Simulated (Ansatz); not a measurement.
Structures of equal composition on the (111)A surface of 3C silicon carbide (Si plane on top): (√3x√3)R30° Bi adatom at H3; (√3x√3)R30° Bi adatom at T4. The slabs share one bottom face, and each structure is named by its start. These are constructed structures in small cells; real faces may alloy, dewet or reconstruct in larger ones, and not all known structures of the face are among them. Slabs of about 10 Å, Fermi-Dirac smearing of 0.025 eV. Bottom of the slabs: H caps. Relaxed from the named starts with such symmetry as they have, on meshes of like density; energies extrapolated to zero smearing; spin only where a row says so; no spin-orbit coupling, no U. Brackets mark spin-polarised runs, whose order is one that fits the cell. Where a second, spin-polarised start was run, the lower counts.

Computed with r2SCAN, at the PBE geometry (plane waves to 500 eV, PAW; Ansatz, a program for electronic structure).

Question: Rank these by energy per 1x1 cell (lowest first), as r2SCAN, at the PBE geometry gives it.

Answer: (√3x√3)R30° Bi adatom at T4 (0.000 eV, gap 1.96 eV on the mesh), (√3x√3)R30° Bi adatom at H3 (0.111 eV, gap 1.65 eV on the mesh)
